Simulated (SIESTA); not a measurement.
Band structure of Lu (P6_3/mmc, 4 atoms in the cell).

```
Lu
1.0
    3.42453     0.00000     0.00000
   -1.71227     2.96573     0.00000
    0.00000     0.00000    11.01846
Lu
4
Direct
  0.00000   0.00000   0.00000
  0.00000   0.00000   0.50000
  0.33333   0.66667   0.25000
  0.66667   0.33333   0.75000
```

Method: GGA PBE, numerical atomic orbitals DZP, PseudoDojo PBE standard norm-conserving potentials (rewritten from UPF to PSML) in SIESTA 5.4.2.

Settings: XC.functional = GGA; XC.authors = PBE; potentials = PseudoDojo PBE standard; PAO.BasisSize = DZP; PAO.EnergyShift = 0.01 Ry; MeshCutoff = 350 Ry; kgrid.MonkhorstPack = 8 8 2; OccupationFunction = MP; OccupationMPOrder = 0; ElectronicTemperature = 1160.45 K; MaxSCFIterations = 150; SCF.Mixer.Method = Pulay; SCF.Mixer.Weight = 0.25; SCF.Mixer.History = 6.

The starting cell was generated: these elements placed on a structure prototype, without a prior relaxation; it need not be a known phase or ordering of this composition. Its lattice was rescaled by a random factor within 2.5 % of one. Spin-orbit coupling is off. Values carry the incompleteness of an atom-centred basis.

Levels in eV from the Fermi level, bands 47 to 52:
| point | 47 | 48 | 49 | 50 | 51 | 52 |
|---|---|---|---|---|---|---|
| Γ | -3.88 | -2.62 | 0.54 | 1.05 | 1.11 | 2.13 |
| M | -1.71 | -1.68 | -0.63 | -0.48 | -0.39 | 0.35 |
| K | -0.82 | -0.60 | -0.60 | -0.59 | -0.50 | -0.50 |
| A | -3.18 | -3.18 | 0.54 | 0.54 | 2.01 | 2.01 |
| L | -1.87 | -1.87 | -0.64 | -0.64 | 0.09 | 0.09 |
| H | -0.79 | -0.79 | -0.60 | -0.60 | -0.56 | -0.56 |

Bands cross the Fermi level along this path, so the cell is metallic at this level.

Higher empty bands are left out: an atom-centred basis made for the valence describes them poorly.
